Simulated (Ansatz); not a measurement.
The starting structures come from a database of crystals and need not be the phases stable at ambient conditions.

The decay constant κ of evanescent states in the gap governs leakage through a thin film.

Here is the system:

```
CELL_PARAMETERS angstrom
      5.06052     0.00000     0.00000
     -2.53026     4.38254     0.00000
      0.00000     0.00000     5.54135
ATOMIC_POSITIONS crystal
  Si 0.50000 0.50000 0.33333
  Si 0.00000 0.50000 0.00000
  Si 0.50000 0.00000 0.66667
  O  0.20861 0.79139 0.83333
  O  0.41721 0.20861 0.50000
  O  0.20861 0.41721 0.16667
  O  0.79139 0.20861 0.83333
  O  0.58279 0.79139 0.50000
  O  0.79139 0.58279 0.16667
```

The cell is taken as given.

Transport runs along the normal of the first two printed cell vectors, the (001) plane of the conventional cell.

The gap is the functional's own. No spin-orbit coupling. Mid-gap values are those at the computed energy nearest the middle.

### Question
Predict the band gap and the smallest decay constant κ at mid-gap from r2SCAN (Ansatz, a quantum-chemistry and plane-wave program).

### Answer
Gap 6.30 eV on a 12×12×6 mesh; κ = 0.533 1/Å, at the zone centre.
